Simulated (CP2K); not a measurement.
Band structure of Li3Rh (Fm-3m, 4 atoms in the cell).

```
CELL_PARAMETERS angstrom
      4.21635     0.00000     0.00000
      2.10818     3.65147     0.00000
      2.10818     1.21716     3.44264
ATOMIC_POSITIONS crystal
  Li 0.25000 0.25000 0.25000
  Li 0.75000 0.75000 0.75000
  Li 0.50000 0.50000 0.50000
  Rh 0.00000 0.00000 0.00000
```

Method: CP2K 2026.2 with PBEsol, GPW, DZVP-MOLOPT-SR-GTH basis, GTH-PBE potentials (GTH_POTENTIALS).

Settings: CUTOFF = 500 Ry; REL_CUTOFF = 50 Ry; SMEAR/METHOD = FERMI_DIRAC; ELECTRONIC_TEMPERATURE = 1160.45 K; KPOINTS/SCHEME = MONKHORST-PACK 5 5 5; XC_FUNCTIONAL = PBE:PBESOL; Li/BASIS_SET = DZVP-MOLOPT-SR-GTH; Li/POTENTIAL = GTH-PBE-q3; Rh/BASIS_SET = DZVP-MOLOPT-SR-GTH; Rh/POTENTIAL = GTH-PBE-q17; METHOD = GPW; EPS_DEFAULT = 1e-10; EXTRAPOLATION = USE_GUESS; NGRIDS = 5.

The starting cell comes from a database of computed structures (which also holds hypothetical and non-ambient phases and stackings), without a prior relaxation at this level. Values carry the incompleteness of an atom-centred basis. The potentials were made for another functional than the one used.

Levels in eV from the top of the valence band on the SCF mesh, bands 10 to 15:
```tsv
point	10	11	12	13	14	15
Γ	-1.18	-1.18	-0.38	-0.38	7.48	7.48
X	-0.14	-0.14	-0.10	0.18	0.74	1.57
W	-0.87	-0.87	-0.14	0.34	1.14	1.14
K	-0.67	-0.56	-0.27	-0.19	1.02	1.68
L	-1.19	-0.70	-0.17	-0.17	0.23	6.05
U	-0.67	-0.56	-0.27	-0.19	1.02	1.68
```

Higher empty bands are left out: an atom-centred basis made for the valence describes them poorly.
